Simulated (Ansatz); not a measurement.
Consider W$_{2}$C (space group P-3m1, No. 164; a = 3.0347 Å, c = 4.6563 Å).

(Cell as relaxed with PBE-D3(BJ).)

Levels (all Ansatz, a program for electronic structure, PAW): PBE-D3(BJ) (420 eV, spin-orbit coupling left out); PBEsol-D3(BJ) (420 eV, no SOC).

Each level relaxes its own structure.

```tsv
quantity	PBE-D3(BJ)	PBEsol-D3(BJ)
volume per atom	12.38 Å³	___
lattice parameter a	3.035 Å	___
lattice parameter c	4.656 Å	___
band gap	zero	___
```

### Question
Predict the PBEsol-D3(BJ) column.

### Answer

- volume per atom, PBEsol-D3(BJ): 12.08 Å³
- lattice parameter a, PBEsol-D3(BJ): 3.009 Å
- lattice parameter c, PBEsol-D3(BJ): 4.623 Å
- band gap, PBEsol-D3(BJ): zero

PBE-D3(BJ)'s volume per atom lies 0.30 Å³ above PBEsol-D3(BJ)'s (2.5 %); PBE-D3(BJ)'s lattice parameter a lies 0.026 Å above PBEsol-D3(BJ)'s (0.9 %); PBE-D3(BJ)'s lattice parameter c lies 0.033 Å above PBEsol-D3(BJ)'s (0.7 %); the two agree on the band gap. Neither level is exact; PBEsol-D3(BJ) is the comparison here, not a measurement.

Whether these cells are dynamically stable was not tested. The final runs are not spin-polarised.
